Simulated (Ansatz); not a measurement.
NaCoO2 (R-3m), PBEsol, rigid bands (Ansatz, a first-principles code): N_v = 1.52e21 cm⁻³ at 300 K and a hole conductivity mass of 6.04 mₑ along z (a = (1.44, 0.83, 5.12) Å; b = (-1.44, 0.83, 5.12) Å; c = (0.00, -1.67, 5.12) Å).

**Question.** For 1e16 holes per cm³ at 300 K, place the Fermi level, estimate the Seebeck coefficient of a parabolic band with constant τ, and give mobility and conductivity for τ = 50 fs.

**Answer.** The level lies k_BT ln(N_v/p) = 0.308 eV above the valence-band maximum. S ≈ +(k_B/e)[ln(N_v/p) + 5/2] = 1244 μV/K, against 1194 μV/K from the full bands (mean over directions). μ = eτ/m = 14.6 cm²/(V·s) and σ = peμ = 0.0233 S/cm. τ is assumed, not computed.

Band transport and this doping are assumed; polarons and phonon drag are left out. Spin-orbit coupling is left out; where it splits the top of the valence band, N_v and the p-type Seebeck coefficient come out somewhat high without it.

Computed structure with no diffraction record at hand here (it may be known, metastable or hypothetical): NaCoO2 (R-3m). Treated as nonmagnetic, magnetic states not searched for: NaCoO2 (R-3m).
